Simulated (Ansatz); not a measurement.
CaTiO3 (I4/mcm, No. 140, 10 atoms in the cell; start mp-3442; high-temperature phase) was calculated with LDA (Ansatz, a first-principles code, plane waves, PAW).

Run with plane-wave cutoff 500 eV, 10×10×10 k mesh, gaussian smearing 0.02 eV, no spin polarisation, scalar-relativistic PAW data made under PBE.

Cell (relaxed at this level):

```
CELL_PARAMETERS angstrom
     -2.63894     2.63894     3.84615
      2.63894    -2.63894     3.84615
      2.63894     2.63894    -3.84615
ATOMIC_POSITIONS crystal
  Ca 0.25000 0.75000 0.50000
  Ca 0.75000 0.25000 0.50000
  Ti 0.50000 0.50000 0.00000
  Ti 0.00000 0.00000 0.00000
  O  0.81297 0.31297 0.12594
  O  0.18703 0.68703 0.87406
  O  0.31297 0.18703 0.50000
  O  0.68703 0.81297 0.50000
  O  0.75000 0.75000 0.00000
  O  0.25000 0.25000 0.00000
```

Q: Predict the band gap.

A: 
- band gap: 2.39 eV (on the SCF k mesh)

Note: the relaxation could not lower the start's symmetry, so the cell can be a saddle point above a distorted one.

Static lattice: no zero-point or thermal effects.

It cost very roughly 4 core-minutes of CPU time.

A start named mp-… is a Materials Project structure, which need not be a measured phase.
